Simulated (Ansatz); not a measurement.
Consider PbS in the rock salt structure (space group Fm-3m, No. 225).

Space group Fm-3m (No. 225); a = 6.0089 Å, b = 6.0089 Å, c = 6.0089 Å, α = 90.00°, β = 90.00°, γ = 90.00°

```tsv
atom	site	symmetry	x	y	z
Pb	4a	m-3m	0.0000	0.0000	0.0000
S	4b	m-3m	0.5000	0.5000	0.5000
```
(The calculation used a cell of 2 atoms; values per cell refer to that cell.)

Calculations: Ansatz (an electronic-structure program), PBE, PAW, cutoff 420 eV, scalar-relativistic without spin-orbit coupling.

Base values:

The pressure comes out as 0.00 GPa and the valley order comes out as L along ⟨111⟩ 0.49 eV; a point along ⟨110⟩, about 0.6 Å⁻¹ from Γ 1.36 eV.

Now apply this change: the cell is scaled by 1.0200 in all directions; the atoms relax in the strained cell.

**Question.** What happens to the mean gap deformation potential ΔEg/Δln V, pressure, valley order and energy relative to the base?

**Answer.** The mean gap deformation potential ΔEg/Δln V comes out as +3.0 eV; the pressure goes from zero to -2.76 GPa; the valley order (the lowest conduction-band minima on the path, energy above the VBM, named in the base's zone) goes from L along ⟨111⟩ 0.49 eV; a point along ⟨110⟩, about 0.6 Å⁻¹ from Γ 1.36 eV to L along ⟨111⟩ 0.67 eV; a point along ⟨110⟩, about 0.6 Å⁻¹ from Γ 1.48 eV; the energy rises by 15 meV/atom.

With Pb present, leaving out spin-orbit coupling can change the band edges. Whether these cells are dynamically stable was not tested.
